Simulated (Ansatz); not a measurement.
The starting structures come from a database of crystals and need not be the phases stable at ambient conditions.

The decay constant κ of evanescent states in the gap governs leakage through a thin film.

Given:

```xyz
4
Lattice="3.9936 0.0000 0.0000 0.0000 6.5861 0.0000 1.9968 0.0000 3.4586" Properties=species:S:1:pos:R:3 pbc="T T T"
Ga     1.9968     0.0001     1.1528
Ga     3.9936     3.2932     2.3057
As     1.9968     4.1228     1.1528
As     3.9936     0.8297     2.3057
```

Space group of this cell: P6_3mc, wurtzite. The cell is taken as given; by LDA its mean pressure is -2.4 GPa.

Transport runs along the normal of the first two printed cell vectors, the (100) plane of the conventional cell.

The gap is the functional's own, uncorrected, and κ follows it; spin-orbit coupling is left out. Mid-gap values are interpolated between the computed energies.

Problem. Estimate the band gap and the smallest decay constant κ at mid-gap that Ansatz (a quantum-chemistry and plane-wave program) with LDA returns for this system.

Solution. Gap 0.24 eV on a 10×6×10 mesh; κ = 0.016 1/Å, at the zone centre.
